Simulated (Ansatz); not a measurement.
# 1T (CdI2-type) FeI2

Calculation: r²SCAN (plane waves, PAW; Ansatz, an electronic-structure program).

Numerical settings: plane-wave cutoff 500 eV, 12×12×6 k mesh (along the axes of the cell as run), Fermi–Dirac smearing 0.05 eV, spin-polarised start, scalar-relativistic PAW data made under PBE.

Cell: relaxed at this level.

```
Property                                   Value
-------------------  ---------------------------
volume per atom                    33.65 Å³/atom
lattice parameter a                      4.065 Å
lattice parameter c                      7.056 Å
band gap             0.68 eV (on the SCF k mesh)
```

Note: the magnetic order was assumed, not searched for or taken from measurement; the cell comes from a level without a dispersion term, which matters for the spacing of layers, chains or molecules; a magnet's gap depends somewhat on the PAW data; the volume lies 6 % above that of the published cell; the cell has widely spaced layers and the level no dispersion term, so their spacing and the moduli can rest on weak binding.

Spin–orbit coupling is not included; with these elements it can move the gap by several tenths of an eV or more.

The computed numbers hold no vibrational or temperature effects.

Cost on a shared machine: about 7 core-minutes (a rough figure).
